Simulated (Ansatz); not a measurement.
Input:

```
CELL_PARAMETERS angstrom
      5.80484     0.00000     0.00000
      0.00000     5.80484     0.00000
      0.00000     0.00000     5.80484
ATOMIC_POSITIONS crystal
  Cs 0.00000 0.00000 0.00000
  Pb 0.50000 0.50000 0.50000
  Br 0.50000 0.00000 0.50000
  Br 0.00000 0.50000 0.50000
  Br 0.50000 0.50000 0.00000
```

No spin polarisation.

The values are results of Kohn–Sham DFT with the LDA functional, run in Ansatz (a program for electronic structure) with PAW and 420 eV plane waves, spin-orbit coupling left out, not measurements. k-mesh 6×6×6 (Γ-centred); smearing 0.05 eV (Fermi–Dirac).

What pressure does the calculation give?

-4.4 kbar.

What is the computed band gap?

1.25 eV.

What electron mass (degenerate bands, along [100]) does the calculation give?

0.070, 0.69, 0.69 mₑ (at R).

Predict the hole mass.

0.11 mₑ (at R).

With Pb present, leaving out spin-orbit coupling can change the band edges. The cells carry an imposed strain or load. Masses are band curvatures over ±0.01 Å⁻¹ around the edge. No phonon test of stability was made. The cell was made from CsPbBr3 in the cubic perovskite structure (space group Pm-3m, No. 221) by this change: isotropic strain +0.60 %. Many cubic perovskites are stable only at high temperature; tilts and polar distortions were not tested. This is not the structure that CsPbBr3 has at room temperature and ambient pressure.
